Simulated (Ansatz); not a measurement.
A relaxation of the atoms of CsCdCl3 (P4mm, 5 atoms in the cell) with Ansatz (a quantum-chemistry and plane-wave program).

Method: LDA (PW92), default PAW files made with PBE (plane waves; Ansatz).

The change in words: one atom moved by 0.15 angstrom; relax: default → atoms; relax.f_tol: default → 0.02 eV/Å. Reference geometry:
```
CELL_PARAMETERS angstrom
      5.28019     0.00000     0.00000
      0.00000     5.28019     0.00000
      0.00000     0.00000     5.28019
ATOMIC_POSITIONS crystal
  Cs 0.00000 0.00000 0.00000
  Cd 0.50000 0.50000 0.50000
  Cl 0.00000 0.50000 0.50000
  Cl 0.50000 0.00000 0.50000
  Cl 0.50000 0.50000 0.00000
```

Reference input (self-consistent single point, DFT, LDA (PW92), plane waves, default PAW files made with PBE): basis.ecutwfc = 30.9 Ry; kpoints.mp_grid.grid = 5 5 5; hamiltonian.xc = lda; hamiltonian.pseudopotentials = {kind: paw} (the program's default PAW files); scf.occupations.method = fixed. This run's input differs from it in these lines:

```diff
@@ -7,3 +7,3 @@
   atoms:
-    - { symbol: Cs, position_ang: [0.000000, 0.000000, 0.000000] }
+    - { symbol: Cs, position_ang: [0.000000, 0.000000, 0.150000] }
     - { symbol: Cd, position_ang: [2.640096, 2.640096, 2.640096] }
@@ -24,2 +24,4 @@
     method: fixed
+relax:
+  f_tol: 0.02
 output:
```

Output, abridged:

```
   [... SCF lines of the steps left out ...]
relax step   1: F+E_penalty+E_count = -16762.31329293 eV  Δ(F+E_penalty+E_count) = +0.000e0 eV  max|allowed force component| = 7.932e-2 eV/Å  Δτ_max = 0.0000 Å  (6 SCF iters, dr2 threshold 1.00e-5 eV, accepted)
relax step   2: F+E_penalty+E_count = -16762.31536943 eV  Δ(F+E_penalty+E_count) = -2.076e-3 eV  max|allowed force component| = 6.112e-2 eV/Å  Δτ_max = 0.0254 Å  (5 SCF iters, accepted)
relax step   3: F+E_penalty+E_count = -16762.31904357 eV  Δ(F+E_penalty+E_count) = -3.674e-3 eV  max|allowed force component| = 1.169e-2 eV/Å  Δτ_max = 0.0860 Å  (6 SCF iters, accepted)
the relaxation is at rest under the 8 symmetry operations that the run kept from its start: a minimum is not shown …
Free energy (F): -16762.319044 eV
Internal energy: -16762.319044 eV  (E = F + TS)
E sigma→0 (E₀):  -16762.319044 eV
Fermi energy:    2.982928 eV
--- Forces (eV/Å), atoms counted from 1 ---
  atom   1  Cs    -0.00000000     0.00000000    -0.00487022
  atom   2  Cd     0.00000000     0.00000000    -0.01121492
  atom   3  Cl     0.00000000     0.00000000     0.00208271
  atom   4  Cl     0.00000000     0.00000000     0.00208271
  atom   5  Cl    -0.00000000     0.00000000     0.01163082
--- Stress (GPa, compression-positive) ---
       -3.239251       0.000000      -0.000000
   [... lines left out ...]
  atoms:
    - { symbol: Cs, position: [-2.2204459169014154e-17, -2.2204459169014154e-17, 0.007314328276583444] }
    - { symbol: Cd, position: [0.5, 0.5, 0.506503216384072] }
    - { symbol: Cl, position: [-2.2204459169014154e-17, 0.5, 0.5046980405270314] }
    - { symbol: Cl, position: [0.5, -2.2204459169014154e-17, 0.5046980405270314] }
    - { symbol: Cl, position: [0.5, 0.5, 0.00519414271344366] }
```

The run converged.  The full log also holds: “iter 5 did not close the SCF: its close was put off for the readings that it lacked (scf_convergence_deferred on its scf_iter line)”.

Summary of the result:
- Free energy E − TS (on the zero of these files): -16762.3190 eV
- Top of the valence band (on the code's own zero): 2.98 eV
- Gap on the k-point mesh: 1.57 eV
- Pressure: -3.24 GPa
- Largest force (vector length): 0.012 eV/Å
- Relaxation steps: 3

The starting cell comes from a database of computed structures (which also holds hypothetical and non-ambient phases and stackings), without a prior relaxation at this level. Its lattice was rescaled by up to half a per cent. For this run, on top of that: one atom moved by 0.15 angstrom. The relaxation keeps the symmetry of its start, so its end need not be a minimum. Ansatz's pressure includes its estimate of the finite-basis (Pulay) stress.

Keys are those of Ansatz 0.2.
